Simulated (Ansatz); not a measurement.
## Bulk modulus of Nb3Au (Cmmm, No. 65, 4 atoms in the cell; start mp-1220645) at several levels of theory

No measured value is used here.

```csv
level (code),value (GPa),cell (Å³/atom)
LDA (Ansatz),202,16.88
PBEsol (Ansatz),190,17.25
r²SCAN (Ansatz),180,17.72
```

Density-functional levels without +SOC have no spin–orbit coupling. LDA, PBEsol, r²SCAN: the run has no spin polarisation, so it can have missed a magnetic state. LDA, PBEsol, r²SCAN: the bulk modulus is −V dP/dV from two relaxed cells at ±2 % in volume. LDA, PBEsol, r²SCAN: the relaxation could not lower the start's symmetry, so the cell can be a saddle point above a distorted one. Each level is taken at its own relaxed cell. Cutoffs differ between the levels. Ansatz's density-functional and Hartree–Fock values are scalar-relativistic unless marked +SOC, with PAW data made under PBE.

A start named mp-… is a Materials Project structure, which need not be a measured phase.

Ansatz is a first-principles code.
